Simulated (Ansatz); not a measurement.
Take a 24-atom supercell of TaC in the rock salt structure (space group Fm-3m, No. 225; a = 4.440 Å) at its relaxed geometry as the base.

The values are results of DFT with PBEsol, PAW potentials and a 420 eV plane-wave cutoff in Ansatz (a program for electronic structure), scalar-relativistic without spin-orbit coupling, earlier PAW set, not measurements.

Before the change:

| Quantity | Result |
|---|---|
| Mean distance from the defect site to its nearest host atoms | 2.22 Å |

Perturbation: a neutral Ta vacancy, atoms relaxed at fixed cell, starting from a slightly rattled geometry.

Problem. What does the calculation give for the mean distance from the defect site to its nearest host atoms after the change?

Solution. The mean distance from the defect site to its nearest host atoms goes up by 0.04 Å (2.22 Å → 2.26 Å).

Problem. Estimate the effect on the largest displacement of a host atom from its site in the perfect cell.

Solution. The largest displacement of a host atom from its site in the perfect cell comes out as 0.11 Å.

In so small a cell the defect repeats every few ångströms: this is an ordered compound, not a dilute defect. All final runs are without spin polarisation. An odd electron count without spin: Ta11C12 and TaC. The defect cell is not spin-polarised.
